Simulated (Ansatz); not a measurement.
**C with two functionals, holes 2.0×10^22 cm⁻³**

Base system: C in the diamond structure (space group Fd-3m, No. 227; a = 3.5716 Å).

(Cell as relaxed with PBE.)

Levels (all Ansatz, a first-principles code, PAW, earlier PAW set): PBE (420 eV, no SOC); r2SCAN (500 eV, no spin-orbit coupling).

Each level relaxes its own structure.

| base | PBE | r2SCAN |
|---|---|---|
| volume per atom | 5.70 Å³ | 5.64 Å³ |
| lattice parameter a | 6.749 bohr | 6.728 bohr |
| band gap | 4.13 eV | 4.36 eV |

It is then changed as follows: holes 2.0×10^22 cm⁻³, on a uniform background at fixed cell.

```csv
quantity,PBE,r2SCAN
gap between the host's bands,4.32 eV,4.54 eV
Fermi level relative to the doped band's edge (positive inside the band; to 0.05 eV),+1.65 eV,+1.75 eV
shift of the gap caused by the change,+0.19 eV,+0.18 eV
```

PBE's gap between the host's bands lies 0.22 eV below r2SCAN's; PBE's Fermi level from band edge lies 0.10 eV below r2SCAN's. Neither level is exact; r2SCAN is the comparison here, not a measurement.

Carriers are added with a uniform compensating background; total energy and stress of such cells depend on the potential's zero and are not compared; many-body gap narrowing is missing at this level. Whether these cells are dynamically stable was not tested.
